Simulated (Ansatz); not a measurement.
Subject: the energy of the reaction as written. Reaction: 2 cell B → cell A. Negative: the products are lower in energy.

Cell A: a sheet of composition Ir2, 2 atoms, hexagonal cell of 3.90 Å (13.1 Å²), symmetry P-3m1, 0.7 Å thick under 16 Å of vacuum, in-plane vectors relaxed; planes from bottom to top: Ir × 2; a model cell; spin state with PBE: no moments, k-point mesh 18×18×1.
```
Ir
1.0
    3.89612     0.00000     0.00000
   -1.94806     3.37414     0.00000
    0.00000     0.00000    16.85532
Ir
2
Cartesian
  0.00000   2.24942   8.76557
  1.94806   1.12471   8.08975
```

Cell B: a sheet of composition Ir, 1 atom, hexagonal cell of 2.56 Å (5.7 Å²), symmetry P6/mmm, 0.0 Å thick under 16 Å of vacuum, in-plane vectors relaxed; planes from bottom to top: Ir; a model cell; spin state with PBE: net moment 0.2 μB a cell, k-point mesh 30×30×1.
```
Ir
1.0
    2.56352     0.00000     0.00000
   -1.28176     2.22007     0.00000
    0.00000     0.00000    16.00000
Ir
1
Direct
  0.00000   0.00000   0.50000
```

Plane-wave PAW calculations with Ansatz (an electronic-structure program), its PAW set soft_1, cutoff 420 eV, 500 eV for r2SCAN. The structures are at rest with PBE; other levels are single points on them. Neutral cells; Fermi-Dirac smearing of at most 0.10 eV in the solids, energies taken to zero width. The lattices are those relaxed with PBE, so at other levels the solids can be strained, which adds to the spread. A dispersion term (D3(BJ), or D4 for r2SCAN) was computed beside these levels and is taken off wherever the name lacks it. No zero-point or thermal terms. The runs are scalar-relativistic, without spin-orbit coupling. No search over spin orders was made beyond those shown. The state moves with the level: B has a net moment of 0.6 μB with r2SCAN and 0.2 μB with PBE. The cells' k-point meshes differ in density, so the last digit is unsettled. Small moments in a metal shrink under a smearing of 0.1 eV, so the spin state is less sure. Cell A has symmetry P-3m1 and got no random move, so less symmetric positions, which may lie lower, weren't tried. Cell B has symmetry P6/mmm and got no random move, so less symmetric positions, which may lie lower, weren't tried.

Task: Estimate the value that PBE returns for this input.

Result: 0.43 eV, for 2 cell B → cell A.

Task: How does the value move with the functional?

Result: 
| Functional | value (eV) | less PBE |
|---|---|---|
| r2SCAN | 0.42 | -0.01 |

The levels span only 0.01 eV, too little to tell them apart.
